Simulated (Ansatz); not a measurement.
**Effect of biaxial strain −3.00 %, plane normal [001], relaxed out of plane on BaZrO3**

Take BaZrO₃ in the cubic perovskite structure (space group Pm-3m, No. 221; a = 4.181 Å) as the base. Axes: x, y, z lie along the cube axes.

Now apply this change: compressive biaxial strain of 3.00 % in the plane normal to [001], as in epitaxy on a mismatched substrate; the out-of-plane cell vector and the atoms relax.

All numbers come from PBEsol/PAW in Ansatz (a quantum-chemistry and plane-wave program), no SOC. Settings: 8×8×8 k-points, 0.05 eV Fermi–Dirac smearing.

| quantity | base | changed | shift |
|---|---|---|---|
| space group | Pm-3m (No. 221) | P4/mmm (No. 123) | – |
| shortest interatomic distance | 2.090 Å | 2.028 Å | -0.0627 Å |
| energy relative to the base (free energy F) | 0 meV/atom | +33 meV/atom | +33 meV/atom |
| pressure (mean of the normal stresses, compression positive) | -0.01 GPa | 8.61 GPa | +8.614 GPa |
| band gap (an upper bound: an edge found on the path is not a true extremum; the base alone) | 3.17 eV | 3.13 eV | -0.04 eV |
| out-of-plane strain | – | +1.68 % | – |
| ratio −ε⊥/ε∥ | – | 0.56 | – |
| mean in-plane stress (compression positive) | – | +12.9 GPa | – |

Final structure (turned so that z lies along the plane normal):

```
BaZrO3
1.0
    4.05523     0.00000     0.00000
    0.00000     4.05523     0.00000
    0.00000     0.00000     4.25092
Ba Zr O
1 1 3
Direct
  0.00000   0.00000   0.00000
  0.50000   0.50000   0.50000
  0.50000   0.00000   0.50000
  0.00000   0.50000   0.50000
  0.50000   0.50000   0.00000
```

Cost of the whole job for the changed cell (relaxation, final SCF and bands): about 40 core-seconds (a rough figure).

Stability against distortions was not tested.
